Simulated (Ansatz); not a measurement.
The parent structure is Ag in the fcc (Cu type) structure (space group Fm-3m, No. 225; relaxed with 0.1 eV smearing).

```xyz
1
Lattice="0.0000 2.0521 2.0521 2.0521 0.0000 2.0521 2.0521 2.0521 0.0000" Properties=species:S:1:pos:R:3 pbc="T T T"
Ag     0.0000     0.0000     0.0000
```

Cartesian axes are those of the cell as printed.

Calculations: r2SCAN (Ansatz, a first-principles code), no SOC.

For the base:

| Property | Result |
|---|---|
| Pressure | 0.0 GPa |

The change: compressive biaxial strain of 1.00 % in the plane normal to [001], as in epitaxy on a mismatched substrate; the out-of-plane cell vector and the atoms relax.

Task: Estimate the effect on the energy relative to the base, out-of-plane strain and pressure.

Result: The energy goes up by 0.9 meV/atom; the out-of-plane strain is +1.46 %; the pressure (mean of the normal stresses, compression positive) goes from zero to 0.6 GPa.

Stability against distortions was not tested.
